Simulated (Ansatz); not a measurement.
Consider the following.

```
AlN
1.0
    5.29426     0.00000     0.00000
    0.00000     5.03696     0.00000
    0.00000     0.00000     3.10896
Al N
4 4
Cartesian
  1.69784   3.41432   0.00000
  3.59642   1.62265   0.00000
  4.34498   4.14113   1.55448
  0.94929   0.89584   1.55448
  1.71438   1.52095   0.00000
  3.57988   3.51601   0.00000
  0.93275   4.03943   1.55448
  4.36151   0.99753   1.55448
```

No spin polarisation.

A single point on hypothetical P4_2/mnm AlN with a change (uniaxial strain ε_yy = −4.86 %), its geometry relaxed with PBEsol.

All numbers come from Ansatz (a program for electronic structure) r2SCAN, no spin-orbit coupling. Settings: 6×6×11 k-points, 0.05 eV Fermi–Dirac smearing.

Question: What pressure does the calculation give?

Answer: 7.94 GPa.

Question: What is the computed band gap?

Answer: 4.67 eV.

Question: Estimate the gap character.

Answer: Direct at Γ.

Single points use the geometry relaxed with PBEsol. Stability against distortions was not tested. The cell was made from AlN (space group P4_2/mnm, No. 136; a hypothetical phase, not in the database extracts checked) by this change: uniaxial strain ε_yy = −4.86 %.
